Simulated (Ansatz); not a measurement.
The parent structure is AlN in the wurtzite structure (space group P6_3mc, No. 186; a = 3.114 Å, c = 4.984 Å).

One thing is altered: every Al is replaced by B; the structure is relaxed again.

Levels (all Ansatz, a program for electronic structure, PAW): PBEsol (420 eV, without spin-orbit coupling); r2SCAN (500 eV, spin-orbit coupling left out); HSE06 (420 eV, spin-orbit coupling left out).

At the geometry relaxed with PBEsol, these levels gave the following band gaps, in shuffled order: (a) 4.96 eV, (b) 5.74 eV, (c) 6.52 eV.

Match each gap to its level.

(a) PBEsol; (b) r2SCAN; (c) HSE06.

Single points use the geometry relaxed with PBEsol. HSE06 was sampled on its mesh, a few special points and the semilocal edge points, so its gap is an upper bound. Stability against distortions was not tested.
